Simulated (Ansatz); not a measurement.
Start from GaN in the zinc blende structure (space group F-43m, No. 216; a = 4.549 Å).

(Cell as relaxed with PBE.)

Levels (all Ansatz, a quantum-chemistry and plane-wave program, PAW, earlier PAW set): PBE (420 eV, scalar-relativistic without spin-orbit coupling); r2SCAN (500 eV, scalar-relativistic without spin-orbit coupling).

Each level relaxes its own structure.

| base | PBE | r2SCAN |
|---|---|---|
| volume per atom | 11.77 Å³ | 11.38 Å³ |
| lattice parameter a | 4.549 Å | 4.498 Å |
| band gap | 1.54 eV | 2.17 eV |

Now apply this change: every N is replaced by As, then cell and atoms are relaxed.

```json
[
 {"quantity": "gap character", "PBE": "direct at Γ", "r2SCAN": "___"},
 {"quantity": "band gap", "PBE": "0.16 eV", "r2SCAN": "___"},
 {"quantity": "shift of the gap caused by the change", "PBE": "-1.38 eV", "r2SCAN": "___"},
 {"quantity": "volume per atom", "PBE": "23.72 Å³", "r2SCAN": "___"}
]
```

Question: Predict the r2SCAN column.

Answer: 
- gap character, r2SCAN: direct at Γ
- band gap, r2SCAN: 0.97 eV
- shift of the gap caused by the change, r2SCAN: -1.20 eV
- volume per atom, r2SCAN: 22.73 Å³

PBE's band gap lies 0.81 eV below r2SCAN's; PBE's shift of the gap caused by the change lies 0.18 eV below r2SCAN's; PBE's volume per atom lies 0.983 Å³ above r2SCAN's (4.3 %); the two agree on the gap character. Neither level is exact; r2SCAN is the comparison here, not a measurement.

No phonon test of stability was made. This is not the structure that GaN has at room temperature and ambient pressure. The zero or small gap of GaAs can change with the level of theory.
